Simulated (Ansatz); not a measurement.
We consider YAl3 (Pm-3m, No. 221, 4 atoms in the cell; start mp-11231), described by r²SCAN (Ansatz, an electronic-structure program, plane waves, PAW).

Settings: plane-wave cutoff 560 eV, 14×14×14 k mesh, Fermi–Dirac smearing 0.05 eV, scalar-relativistic PAW data made under PBE.

Cell (relaxed at this level):

```cif
data_Al3Y
_chemical_formula_sum 'Y1 Al3'
_space_group_name_H-M_alt 'P 1'
_space_group_IT_number 1
_cell_length_a 4.24400
_cell_length_b 4.24400
_cell_length_c 4.24400
_cell_angle_alpha 90.000
_cell_angle_beta 90.000
_cell_angle_gamma 90.000
loop_
_space_group_symop_operation_xyz
  'x, y, z'
loop_
_atom_site_label
_atom_site_type_symbol
_atom_site_fract_x
_atom_site_fract_y
_atom_site_fract_z
_atom_site_occupancy
Y1 Y 0.00000 0.00000 0.00000 1
Al1 Al 0.00000 0.50000 0.50000 1
Al2 Al 0.50000 0.00000 0.50000 1
Al3 Al 0.50000 0.50000 0.00000 1
```

Question: Give the computed bulk modulus.

Answer: 
bulk modulus: 82.0 GPa

The run finds no gap.

Note: the bulk modulus is −V dP/dV from two relaxed cells at ±2 % in volume; the relaxation could not lower the start's symmetry, so the cell can be a saddle point above a distorted one.

Static lattice: no zero-point or thermal effects.

A start named mp-… is a Materials Project structure, which need not be a measured phase.
